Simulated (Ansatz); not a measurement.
**F on the 1x1 (111) surface of fcc Cu, one in a 2x2 cell, started at the site 'hollow Cu-Cu-Cu over Cu at depth 4.1 Å'**

Method: PBE (plane waves to 420 eV, PAW; Ansatz, a quantum-chemistry and plane-wave program).

Model: 17-atom slab, 6.2 Å thick at the start under the adsorbate (thin: gaps and levels are the slab's own), 9x9x1 mesh, Fermi-Dirac 0.1 eV, dipole correction, 8 atoms held, the rest relaxed; start symmetry kept, larger cells not searched; no spin, no spin-orbit, no U, no dispersion correction. At the end it is bonded to 3 Cu. In PBE it is, or lies within 0.03 eV of, the lowest of the starts that converged.

- adsorption energy against ½ F2(g) = -2.72 eV
- work function of the top face = 5.71 eV
- change of the work function = 0.92 eV
- change of the step from the bottom to the top vacuum level, against the clean slab = 0.90 eV
- energy released by relaxation = 0.29 eV
- height of the binding atom over the mean of the host atoms within 0.3 Å of the top one = 1.476 Å
- nearest host atoms of the binding atom = Cu at 2.09 Å, Cu at 2.09 Å, Cu at 2.09 Å
- largest move of a host atom = 0.09 Å
- cost = around 7 core-minutes (rough)

A negative adsorption energy means that the adsorbate is more stable on the surface than in its reference.
